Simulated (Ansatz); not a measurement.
# LiCl (model structure, F-43m, No. 216, 2 atoms in the cell)

Computed with PBEsol (plane waves, PAW; Ansatz, an electronic-structure program).

Run with plane-wave cutoff 520 eV, 10×10×10 k mesh, Fermi–Dirac smearing 0.01 eV, scalar-relativistic PAW data made under PBE.

Cell (relaxed at this level):

```
CELL_PARAMETERS angstrom
      0.00000     2.72070     2.72070
      2.72070     0.00000     2.72070
      2.72070     2.72070     0.00000
ATOMIC_POSITIONS crystal
  Li 0.00000 0.00000 0.00000
  Cl 0.25000 0.25000 0.25000
```

For LiCl (model structure, F-43m, No. 216, 2 atoms in the cell), the band gap is 5.88 eV (on the SCF k mesh). The bulk modulus B0 is 25.7 GPa.

Note: the bulk modulus is −V dP/dV from two relaxed cells at ±2 % in volume; the relaxation could raise the start's symmetry but not lower it, so the cell can be a saddle point.

The result took about 11 core-seconds (a rough figure).

A model structure was made by putting elements into a prototype or built by hand; it is no filed structure, need not be a known phase, and can be a saddle point held by its symmetry.
